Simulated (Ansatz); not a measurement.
Start from C in the diamond structure (space group Fd-3m, No. 227; a = 3.5538 Å). Axes: x, y, z lie along the cube axes.

The values are results of PBEsol, PAW, 420 eV (Ansatz, a first-principles code; no spin-orbit coupling), not measurements.

For the base:

The volume per atom is 5.61 Å³. The pressure is 0.00 GPa.

Perturbation: biaxial strain −0.50 %, plane normal [001], relaxed out of plane (Cartesian); in-plane vectors clamped, the third vector and the atoms free.

Question: How does this affect the energy relative to the base, volume per atom and pressure?

Answer: The energy grows by 1.0 meV/atom; the volume per atom shrinks by 0.05 Å³ (5.61 Å³ → 5.56 Å³); the pressure (mean of the normal stresses, compression positive) goes from zero to 3.99 GPa.

Whether these cells are dynamically stable was not tested.
